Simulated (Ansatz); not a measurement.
Zinc-blende BaO (model structure), treated with LDA (plane waves, PAW; Ansatz, a first-principles code).

Run with plane-wave cutoff 500 eV, 12×12×12 k mesh, Fermi–Dirac smearing 0.05 eV, scalar-relativistic PAW data made under PBE.

Cell (relaxed at this level):

Space group F-43m (No. 216); a = b = c = 5.7962 Å, α = β = γ = 90.00°

| atom | site | symmetry | x | y | z |
|---|---|---|---|---|---|
| Ba | 4a | -43m | 0.0000 | 0.0000 | 0.0000 |
| O | 4d | -43m | 0.7500 | 0.7500 | 0.7500 |
(The calculation used a cell of 2 atoms; values per cell refer to that cell.)

Task: Give the computed band gap.

Result: 
- band gap = 2.18 eV (on the SCF k mesh)

Note: the relaxation could raise the start's symmetry but not lower it, so the cell can be a saddle point.

Spin–orbit coupling is not included.

Static lattice: no zero-point or thermal effects.

Computing time: about 40 core-seconds (a rough figure).

A model structure was made by putting elements into a prototype or built by hand; it is no filed structure, need not be a known phase, and can be a saddle point held by its symmetry.
